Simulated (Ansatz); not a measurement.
Consider InAgTe₂ in the chalcopyrite structure (space group I-42d, No. 122; a = 6.432 Å, c = 12.766 Å). Axes: x, y, z lie along a, b, c of the conventional cell.

Method: PBEsol (Ansatz, a quantum-chemistry and plane-wave program, PAW, without spin-orbit coupling).

Modification: uniaxial strain ε_zz = +2.25 %, all other strain components held at zero, atoms relaxed at fixed cell.

Problem. Predict the stress tensor and what it implies for the stiffness.

Solution. Stress of the strained cell less that of the base (GPa, compression positive):
```
  -0.81    0.00    0.00
   0.00   -0.81    0.00
   0.00    0.00   -1.22
```

Then −Δσ_ii/ε with ε = 0.0225 gives secant stiffness values (nonlinear terms included at this strain): C33 ≈ 54 GPa, C13 ≈ 36 GPa and C23 ≈ 36 GPa.

No phonon test of stability was made.
